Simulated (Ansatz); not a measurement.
System: L1₂ (Cu3Au-type) Ni3Si. Method: PBE0 in Ansatz (PAW).

Numerical settings: plane-wave cutoff 460 eV, 8×8×8 k mesh, Fermi–Dirac smearing 0.05 eV, no spin polarisation, scalar-relativistic PAW data made under PBE.

Cell (relaxed at this level):

```cif
data_Ni3Si
_chemical_formula_sum 'Si1 Ni3'
_space_group_name_H-M_alt 'Pm-3m'
_space_group_IT_number 221
_space_group_name_Hall '-P 4 2 3'
_cell_length_a 3.45925
_cell_length_b 3.45925
_cell_length_c 3.45925
_cell_angle_alpha 90.000
_cell_angle_beta 90.000
_cell_angle_gamma 90.000
loop_
_atom_site_label
_atom_site_type_symbol
_atom_site_symmetry_multiplicity
_atom_site_Wyckoff_symbol
_atom_site_fract_x
_atom_site_fract_y
_atom_site_fract_z
_atom_site_occupancy
Si1 Si 1 a 0.00000 0.00000 0.00000 1
Ni1 Ni 3 c 0.00000 0.50000 0.50000 1
```

Estimate the bulk modulus and pressure derivative B′ of the bulk modulus that the calculation returns.


- bulk modulus = 237 GPa
- pressure derivative B′ of the bulk modulus = 4.7

Note: the run has no spin polarisation, so it can have missed a magnetic state.

Static lattice: no zero-point or thermal effects.

Cost on a shared machine: around 100 core-minutes (rough).

Ansatz is a program for electronic structure.
